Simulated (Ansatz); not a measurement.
Start from Nb in the bcc (W type) structure (space group Im-3m, No. 229; a = 3.3027 Å). Axes: x, y, z lie along the cube axes.

Structures relaxed with r2SCAN, PAW, 500 eV (Ansatz, a first-principles code; spin-orbit coupling left out).

Base:

Simulated powder pattern, Cu Kα, λ = 1.54184 Å (kinematic, ideal powder, no thermal factors, no anomalous dispersion; the 10 strongest lines at most, above 2 %, up to 2θ = 90°):

```tsv
2θ (°)	I/Imax (%)	hkl
38.55	100	(110)
55.66	17	(200)
69.75	33	(211)
82.63	11	(220)
```

One thing is altered: uniaxial stress, 8 GPa compression along x; all other stress components relax to zero.

After the change:

Simulated powder pattern, Cu Kα, λ = 1.54184 Å (kinematic, ideal powder, no thermal factors, no anomalous dispersion; the 10 strongest lines at most, above 2 %, up to 2θ = 90°):

```
2θ (°)  d (Å)  I/Imax (%)    hkl
------  -----  ----------  -----
37.55   2.396          57  (011)
39.37   2.288         100  (110)
54.14   1.694          19  (020)
59.58   1.552         7.2  (200)
68.98   1.361          37  (121)
72.59   1.302          16  (211)
80.13   1.198         6.1  (022)
84.72   1.144          11  (220)
```

The indices refer to the base's conventional cell; one index is shown for lines that coincide. The space group is now I4/mmm (No. 139).

Load acts through the strain it causes; cell and atoms are relaxed under it. Beyond what the load breaks, stability against distortions was not tested. The final runs are not spin-polarised.
